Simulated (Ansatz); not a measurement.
Structures of equal composition on the (111)B surface of zinc-blende GaAs (As plane on top): 2x2 As adatom at H3; 2x2 As adatom at T1; 2x2 As adatom at T4. The slabs share one bottom face, and each structure is named by its start. These are constructed structures in small cells; real faces may alloy, dewet or reconstruct in larger ones, and not all known structures of the face are among them. Slabs of about 14 Å, Fermi-Dirac smearing of 0.025 eV. Bottom of the slabs: H caps. Relaxed from the named starts with such symmetry as they have, on meshes of like density; energies extrapolated to zero smearing; spin only where a row says so; no spin-orbit coupling, no U. Brackets mark spin-polarised runs, whose order is one that fits the cell. Where a second, spin-polarised start was run, the lower counts.

Level of theory: r2SCAN, at the PBE geometry (plane waves to 500 eV, PAW; Ansatz, a program for electronic structure).

Q: Rank these by energy per 1x1 cell (lowest first), as r2SCAN, at the PBE geometry gives it.

A: 2x2 As adatom at T4 (0.000 eV, gap 0.56 eV on the mesh), 2x2 As adatom at H3 (0.029 eV, no gap on the mesh), 2x2 As adatom at T1 (0.428 eV, a narrow gap of 0.07 eV by band count)
